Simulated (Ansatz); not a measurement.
# ZnS under load (space group F-43m): band-edge transport data

Given:

```
CELL_PARAMETERS angstrom
      0.00000     2.64448     2.64448
      2.64448     0.00000     2.64448
      2.64448     2.64448     0.00000
ATOMIC_POSITIONS crystal
  Zn 0.00000 0.00000 0.00000
  S  0.25000 0.25000 0.25000
```

These are r2SCAN with spin-orbit coupling, rigid bands (plane waves, PAW; Ansatz, a first-principles code) values and carry that method's errors. Condition of this run: hydrostatic pressure 5 GPa (the target of the relaxation). How the cell was made: cell and atoms relaxed with r2SCAN, then loaded as said.

The band gap comes out as 2.95 eV, the electron conductivity mass (300 K, dilute) is 0.21 mₑ and the hole conductivity mass (300 K, dilute) is 0.81 mₑ. The effective density of states N_c (300 K) is 2.4e18 cm⁻³ and the effective density of states N_v (300 K) is 4.8e19 cm⁻³. The density-of-states mass, electrons is 0.21 mₑ, the density-of-states mass, holes is 1.54 mₑ and the Seebeck coefficient, n-type 1e19 cm⁻³, 300 K comes out as -120 μV/K. The Seebeck coefficient, p-type 1e19 cm⁻³, 300 K comes out as 381 μV/K. The best p-type power factor at 300 K for τ = 10 fs (best axis; densities from 1e16 to 1e21 cm⁻³ tried, whether or not they can be reached) is 16.9 μW/(cm·K²) at 3e20 cm⁻³.

Rigid bands; masses and Seebeck coefficients take one relaxation time τ for all states and one kind of carrier; polarons and phonon drag are left out.
